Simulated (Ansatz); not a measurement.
For PtGa2 (Fm-3m, No. 225, 3 atoms in the cell; start mp-22095), LDA in Ansatz (PAW) gives:

```
Item                  Value
------------------  -------
lattice constant a  5.869 Å
bulk modulus B0     143 GPa
```

What does PBEsol in Ansatz (PAW) give for the same quantities?


- lattice constant a: 5.920 Å (goes up by 0.9 %)
- bulk modulus: 133 GPa (falls by 7.0 %)

Changes are worked out from the printed values.

Unless a cell is named, each level is at its own relaxed cell (LDA 16.85, PBEsol 17.29 Å³/atom).

Levels without +SOC leave out spin–orbit coupling, which shifts energies and cells of such heavy elements.

Caveats: the bulk modulus is −V dP/dV from two relaxed cells at ±2 % in volume (LDA, PBEsol); the relaxation could not lower the start's symmetry, so the cell can be a saddle point above a distorted one (LDA, PBEsol). Ansatz's density-functional and Hartree–Fock values are scalar-relativistic unless marked +SOC, with PAW data made under PBE.

A start named mp-… is a Materials Project structure, which need not be a measured phase.

Ansatz is a quantum-chemistry and plane-wave program.
